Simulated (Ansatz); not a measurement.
System: BSiCN (model structure, started from the AlSiCN type, P3m1, No. 156, 4 atoms in the cell). Method: G0W0@PBEsol (Ansatz, a first-principles code, hard PAW, contour deformation).

The same calculation (at the PBEsol cell, 8.214 Å³/atom) with different numerical settings; throughout: k mesh 3×3×2:

```csv
run,response cutoff (eV),empty bands,quasiparticle gap on the mesh (eV),quasiparticle gap at Γ (eV),rough time
1,100,137,3.305,4.870,10 core-s
2,150,252,3.489,4.968,20 core-s
3,200,388,3.572,4.996,60 core-s
4,250,542,3.618,5.006,4 core-min
5,300,712,3.646,5.011,4 core-min
6,400,1097,3.677,5.016,7 core-min
```

In the column quasiparticle gap on the mesh (eV) the first row differs from the last by -0.372 and the next to last by -0.031.

The last row is no converged limit: other settings stay fixed.

A model structure was made by putting elements into a prototype or built by hand; it is no filed structure, need not be a known phase, and can be a saddle point held by its symmetry.
